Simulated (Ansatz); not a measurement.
Polymorphs of W2C, PBEsol, DFPT electron-phonon coupling, linearised Boltzmann equation (Ansatz, a first-principles code); geometry: relaxed with this functional, without spin-orbit coupling.
- P-31m, primitive cell of 9: a = 5.200 Å, b = 5.200 Å, c = 4.737 Å, α = 90.00°, β = 90.00°, γ = 120.00°
- P-3m1, primitive cell of 3: a = b = 3.0354 Å, c = 4.6410 Å, α = β = 90.00°, γ = 120.00°
- Pnnm, primitive cell of 6: a = 4.6748 Å, b = 5.2435 Å, c = 3.0075 Å, α = 90.00°, β = 90.00°, γ = 90.00°

```tsv
Space group	volume per atom (Å³)	resistivity at 300 K	mean free path at 300 K
P-31m	12.3	…	2.8 nm
P-3m1	12.3	…	5.5 nm
Pnnm	12.3	21 μΩ·cm	…
```

Problem. Fill in the missing entries.

Solution. 
- P-31m, resistivity at 300 K: 40 μΩ·cm
- P-3m1, resistivity at 300 K: 15.1 μΩ·cm
- Pnnm, mean free path at 300 K: 4.4 nm

Metals; harmonic phonons alone scatter; means over directions. The mean free path is weighted by the current that each state carries. Halving the electron mesh moves these values by up to 8 %; q meshes are mostly untested. Spin-orbit coupling is left out.

Computed structure with no diffraction record at hand here (it may be known, metastable or hypothetical): W2C (P-31m), W2C (P-3m1), W2C (Pnnm). The missing spin-orbit coupling matters most for W2C (P-31m), W2C (P-3m1), W2C (Pnnm).
